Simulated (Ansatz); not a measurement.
**CdSe under a change: pressure 2.1 GPa**

Start from CdSe in the zinc blende structure (space group F-43m, No. 216; a = 6.007 Å).

Perturbation: a hydrostatic pressure of 2.1 GPa.

Calculations: LDA (Ansatz, an electronic-structure program, PAW, without spin-orbit coupling). Γ-centred 10×10×10 mesh, Fermi–Dirac width 0.05 eV.

| quantity | base | changed | shift |
|---|---|---|---|
| volume per atom | 27.10 Å³ | 26.21 Å³ | -0.89 Å³ |
| density | 5.86 g/cm³ | 6.06 g/cm³ | +0.20 g/cm³ |
| lattice parameter a | 600.7 pm | 594.1 pm | -6.6 pm |
| shortest interatomic distance | 260.1 pm | 257.3 pm | -2.87 pm |
| enthalpy H = E + PV relative to the base's energy | – | +0.35 eV/atom | – |
| band gap | 0.41 eV | 0.47 eV | +0.066 eV |
| gap character | direct at Γ | direct at Γ | – |
| mean gap deformation potential ΔEg/Δln V | – | -2.0 eV | – |
| width of the top valence band | 2.41 eV | 2.54 eV | +0.13 eV |
| electron mass | 0.041 mₑ (at Γ) | 0.046 mₑ (at Γ) | – |
| hole mass (degenerate bands, along [100]) | 0.042, 0.62, 0.62 mₑ (at Γ) | 0.047, 0.59, 0.59 mₑ (at Γ) | – |

Final structure:

```
CdSe
1.0
    0.00000     2.97063     2.97063
    2.97063     0.00000     2.97063
    2.97063     2.97063     0.00000
Cd Se
1 1
Cartesian
  0.00000   0.00000   0.00000
  1.48532   1.48532   1.48532
```

Cost of the whole job for the changed cell (relaxation, final SCF and bands): very roughly 19 core-seconds.

Load acts through the strain it causes; cell and atoms are relaxed under it. Effective masses come from finite differences of ±0.01 Å⁻¹. No phonon test of stability was made. Tetrahedral semiconductors of this kind turn to denser phases somewhere between about 1 and 50 GPa; those were not computed, so compressed cells here can lie past the real transition.
